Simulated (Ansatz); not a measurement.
Input:

End structure of Li on the 1x1 (111) surface of fcc Pd, one in a 1x1 cell, started at the site 'bridge Pd-Pd (span 2.8 Å)':

```
CELL_PARAMETERS angstrom
      2.78861     0.00000     0.00000
     -1.39431     2.41501     0.00000
      0.00000     0.00000    26.00000
ATOMIC_POSITIONS crystal
  Pd 0.33333 0.66667 0.36893
  Pd 0.66667 0.33333 0.45653
  Pd 0.00172 0.00086 0.54422
  Pd 0.33507 0.66754 0.63355
  Li 0.00117 0.00059 0.70762
```

Set-up: 5 atoms, 6.8 Å thick at the start under the adsorbate (thin: gaps and levels are the slab's own); mesh 12x12x1; 0.1 eV smearing; dipole correction on; 2 atoms held, the rest relaxed; symmetry of the start imposed; no spin, no spin-orbit, no U, no dispersion correction. At the end it is bonded to 3 Pd. In PBE it is, or lies within 0.03 eV of, the lowest of the starts that converged.

A negative adsorption energy means that the adsorbate is more stable on the surface than in its reference.

Question: Predict the work function of the top face from PBE (Ansatz, a program for electronic structure).

Answer: 3.39 eV

Question: Estimate the adsorption energy against an atom of bcc Li that PBE returns for this input.

Answer: -19.3 kcal/mol

Question: What is the computed change of the work function (PBE)?

Answer: -1.85 eV

Question: Give the change of the step from the bottom to the top vacuum level, against the clean slab at the level PBE.

Answer: -1.82 eV
